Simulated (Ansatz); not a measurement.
Start from KBr in the rock salt structure (space group Fm-3m, No. 225).

```yaml
crystal:
  lattice:
    - [0.00000, 3.27453, 3.27453]
    - [3.27453, 0.00000, 3.27453]
    - [3.27453, 3.27453, 0.00000]
  atoms:
    - { symbol: K, position: [0.00000, 0.00000, 0.00000] }
    - { symbol: Br, position: [0.50000, 0.50000, 0.50000] }
```

Cartesian axes are those of the cell as printed.

Level of theory: Ansatz (an electronic-structure program), PBEsol, PAW, cutoff 420 eV, spin-orbit coupling left out.

Before the change:

- Volume per atom: 35.11 Å³

One thing is altered: tensile biaxial strain of 3.00 % in the plane normal to [001], as in epitaxy on a mismatched substrate; the out-of-plane cell vector and the atoms relax.

Task: How does this affect the volume per atom?

Result: The volume per atom grows by 1.86 Å³, from 35.11 Å³ to 36.97 Å³.

Task: Estimate the effect on the in-plane stress.

Result: The mean in-plane stress (compression positive) amounts to -1.0 GPa.

Whether these cells are dynamically stable was not tested.
